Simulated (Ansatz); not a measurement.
The parent structure is W in the bcc (W type) structure (space group Im-3m, No. 229; relaxed with 0.1 eV smearing).

```yaml
crystal:
  lattice:
    - [-1.57711, 1.57711, 1.57711]
    - [1.57711, -1.57711, 1.57711]
    - [1.57711, 1.57711, -1.57711]
  atoms:
    - { symbol: W, position: [0.00000, 0.00000, 0.00000] }
```

Cartesian axes are those of the cell as printed.

The values are results of plane-wave PAW DFT at the PBEsol level (Ansatz, an electronic-structure program, 420 eV), without spin-orbit coupling, not measurements.

Strains are applied to the cell and any free atomic positions relax; under biaxial strain the out-of-plane vector relaxes too.

One change was made to it. Results:

The volume per atom falls by 0.37 Å³ (15.69 Å³ → 15.32 Å³); the pressure (mean of the normal stresses, compression positive) goes from zero to 8.3 GPa.

Task: Which change produced these results?
(A) biaxial strain −2.00 %, plane normal [001], relaxed out of plane
(B) biaxial strain −1.00 %, plane normal [001], relaxed out of plane
(C) biaxial strain −1.50 %, plane normal [001], relaxed out of plane
(D) biaxial strain +2.00 %, plane normal [001], relaxed out of plane

Result: A, biaxial strain −2.00 %, plane normal [001], relaxed out of plane. For comparison, the pressure in the other runs: biaxial strain −1.50 %, plane normal [001], relaxed out of plane gives 6.1 GPa; biaxial strain −1.00 %, plane normal [001], relaxed out of plane gives 4.0 GPa; biaxial strain +2.00 %, plane normal [001], relaxed out of plane gives -7.4 GPa.

Stability against distortions was not tested. All final runs are without spin polarisation.
